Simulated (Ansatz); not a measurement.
Level of theory: PBE (plane waves to 420 eV, PAW; Ansatz, a program for electronic structure).

Host crystal: wurtzite ZnO, with a band gap (PBE, scalar-relativistic without spin-orbit coupling).

Planar average of the electrostatic potential across the slab, in eV from the Fermi level, for Ag on the 1x1 (10-10) surface of wurtzite ZnO (cut with top plane O + Zn), one in a 2x1 cell, started at the site 'hollow O':

(z (Å), V (eV)): (5.05, 4.67); (5.34, 4.67); (5.64, 4.67); (5.94, 4.67); (6.23, 4.67); (6.53, 4.67); (6.83, 4.67); (7.12, 4.66); (7.42, 4.65); (7.72, 4.62); (8.02, 4.54); (8.31, 4.33); (8.61, 3.80); (8.91, 2.27); (9.20, -1.96); (9.50, -6.33); (9.80, -9.32); (10.09, -10.74); (10.39, -9.99); (10.69, -6.45); (10.98, -1.71); (11.28, 1.50); (11.58, 1.28); (11.88, -2.20); (12.17, -5.95); (12.47, -7.97); (12.77, -8.63); (13.06, -8.44); (13.36, -7.26); (13.66, -4.28); (13.95, -0.27); (14.25, 1.44); (14.55, -0.35); (14.84, -4.36); (15.14, -7.29); (15.44, -8.38); (15.73, -8.49); (16.03, -7.89); (16.33, -6.07); (16.62, -2.47); (16.92, 0.94); (17.22, 1.07); (17.52, -2.05); (17.81, -6.18); (18.11, -9.24); (18.41, -9.89); (18.70, -9.15); (19.00, -7.18); (19.30, -3.60); (19.59, 0.60); (19.89, 2.06); (20.19, 1.53); (20.48, 0.78); (20.78, 0.49); (21.08, 0.89); (21.38, 1.85); (21.67, 2.90); (21.97, 3.44); (22.27, 3.66); (22.56, 3.76); (22.86, 3.81); (23.16, 3.84); (23.45, 3.86); (23.75, 3.86); (24.05, 3.87); (24.34, 3.87); (24.64, 3.87); (24.94, 3.87); (25.23, 3.87)

Model: 33-atom slab, 9.4 Å thick at the start under the adsorbate (thin: gaps and levels are the slab's own), 3x4x1 mesh, Fermi-Dirac 0.01 eV, dipole correction, 16 atoms held, the rest relaxed; no symmetry held; spin-polarised, ending with about 0.2 μB a cell, a value that depends on the mesh; orders that need a larger cell were not tried, no spin-orbit, no U, no dispersion correction. The slab shows no gap over 0.04 eV on its mesh. At the end it is bonded to 3 Zn. In PBE this state lies 0.10 eV over the lowest of the starts that converged ('bridge Zn-Zn (span 3.3 Å) #2').

Question: The surface cell has an area of 34.72 Å². What dipole along the normal does the step between the two vacuum levels imply?

Answer: the top vacuum level lies 0.80 eV below the bottom one; p = −ε₀ A ΔV (ε₀ = 0.005526 e/(V·Å)) gives 0.15 e·Å a cell.
